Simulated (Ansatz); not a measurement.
Here is the system:

```
CELL_PARAMETERS angstrom
      0.00000     2.80439     2.80439
      2.80439     0.00000     2.80439
      2.80439     2.80439     0.00000
ATOMIC_POSITIONS crystal
  Zn 0.00000 0.00000 0.00000
  Se 0.25000 0.25000 0.25000
```

No spin polarisation.

Level of theory: r2SCAN (Ansatz, an electronic-structure program), no spin-orbit coupling. Γ-centred 10×10×10 mesh, Fermi–Dirac width 0.05 eV.

Task: What is the computed electron mass?

Result: 0.13 mₑ (at Γ).

Task: What band gap does the calculation give?

Result: 2.00 eV.

Load acts through the strain it causes; cell and atoms are relaxed under it. Effective masses come from finite differences of ±0.01 Å⁻¹. Stability against distortions was not tested. Tetrahedral semiconductors of this kind turn to denser phases somewhere between about 1 and 50 GPa; those were not computed, so compressed cells here can lie past the real transition. The cell was made from ZnSe in the zinc blende structure (space group F-43m, No. 216) by this change: pressure 2.1 GPa.
